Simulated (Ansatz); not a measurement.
Consider Rb in the bcc (W type) structure (space group Im-3m, No. 229; a = 5.571 Å; relaxed with 0.1 eV smearing).

Level of theory: plane-wave PAW DFT at the PBEsol level (Ansatz, a first-principles code, 420 eV), no spin-orbit coupling.

For the base:

```
Quantity    Value
--------  -------
Pressure  0.0 GPa
```

The change: the cell is scaled by 0.9900 in all directions, atoms relaxed at fixed cell.

Predict the new pressure.

The pressure is nearly the same (0.0 GPa against 0.1 GPa).

What does the calculation give for the energy relative to the base after the change?

The energy rises by 0.7 meV/atom.

The cells carry an imposed strain or load. Stability against distortions was not tested. The final runs are not spin-polarised.
